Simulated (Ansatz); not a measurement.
We consider antifluorite Mg2C (high-pressure phase), described by LDA (plane waves, PAW; Ansatz, a program for electronic structure).

Settings: plane-wave cutoff 520 eV, 12×12×12 k mesh, scalar-relativistic PAW data made under PBE.

Cell (relaxed at this level):

```yaml
crystal:
  lattice:
    - [0.00000, 2.67855, 2.67855]
    - [2.67855, 0.00000, 2.67855]
    - [2.67855, 2.67855, 0.00000]
  atoms:
    - { symbol: Mg, position: [0.25000, 0.25000, 0.25000] }
    - { symbol: Mg, position: [0.75000, 0.75000, 0.75000] }
    - { symbol: C, position: [0.00000, 0.00000, 0.00000] }
```

Give the computed Voigt–Reuss–Hill bulk modulus, Voigt–Reuss–Hill shear modulus (Hill average), Young modulus and Poisson ratio.


Voigt–Reuss–Hill bulk modulus: 102 GPa
Voigt–Reuss–Hill shear modulus (Hill average): 89.9 GPa
Young modulus: 209 GPa
Poisson ratio: 0.161

Elastic constants are with the ions relaxed.

Computed values are for the static lattice.
